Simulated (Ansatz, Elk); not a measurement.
An Ansatz (a quantum-chemistry and plane-wave program) input for a self-consistent single point of BP (P6_3mc, 4 atoms in the cell) (DFT, LDA (PW92), plane waves, default PAW files made with PBE):

Ansatz 0.2 input:
```yaml
# BP
crystal:
  lattice:
    - [3.188320, 0.000000, 0.000000]
    - [-1.594160, 2.761166, 0.000000]
    - [0.000000, 0.000000, 5.290070]
  atoms:
    - { symbol: B, position: [0.666667, 0.333333, 0.500410] }
    - { symbol: B, position: [0.333333, 0.666667, 0.000410] }
    - { symbol: P, position: [0.666667, 0.333333, 0.874590] }
    - { symbol: P, position: [0.333333, 0.666667, 0.374590] }
basis:
  ecutwfc: 30.9 Ry
kpoints:
  mp_grid: { grid: [10, 10, 5] }
hamiltonian:
  xc: lda
  pseudopotentials: { kind: paw }
scf:
  occupations: { method: fixed }
output:
  forces: true
  eigenvalues: true
  stress: true
```

### Question
Write the same calculation as an input for Elk.

### Answer
This is the input that was run; spellings and numerical settings could be chosen otherwise.

```
tasks
  0

tforce
  .true.

rgkmax
  7.5

gmaxvr
  18.0

lmaxapw
  10

lmaxo
  8

nxlo
  2

lorbcnd
  .true.

lradstp
  2

nrmtscf
  2.0

rmtscf
  0.86

lmaxi
  4

stype
  0

swidth
  0.0001

maxscl
  100

avec
    6.0250514718    0.0000000292    0.0000000000
   -3.0125257612    5.2178476191    0.0000000000
    0.0000000000    0.0000000000    9.9967834801

atoms
  2
  'B.in'
  2
  0.6666666667  0.3333333333  0.5004100000    0.0 0.0 0.0
  0.3333333333  0.6666666667  0.0004100000    0.0 0.0 0.0
  'P.in'
  2
  0.6666666667  0.3333333333  0.8745900000    0.0 0.0 0.0
  0.3333333333  0.6666666667  0.3745900000    0.0 0.0 0.0

ngridk
  10 10 5
```

Basis settings and potentials, where a program has them, do not carry over. This input uses DFT, LDA (PW92), all-electron FP-LAPW, Elk's shipped species files, APW+lo basis with extra local orbitals. LDA parametrisations can differ slightly between programs. Both were run: largest force 0.006 eV/Å in Ansatz and 0.003 in Elk; gap on the mesh 1.055 eV in Ansatz and 1.057 in Elk.

On Ansatz: the starting cell comes from a database of computed structures (which also holds hypothetical and non-ambient phases and stackings), without a prior relaxation at this level. With a pressure of about -5 GPa the cell is away from its equilibrium volume at this level. Another mesh or the band path of this cell gives a smaller gap, so this value is not converged in the mesh.

On Elk: the starting cell comes from a database of computed structures (which also holds hypothetical and non-ambient phases and stackings), without a prior relaxation at this level. Values depend on the basis (sphere radii, cutoffs, local orbitals), which need not be converged.
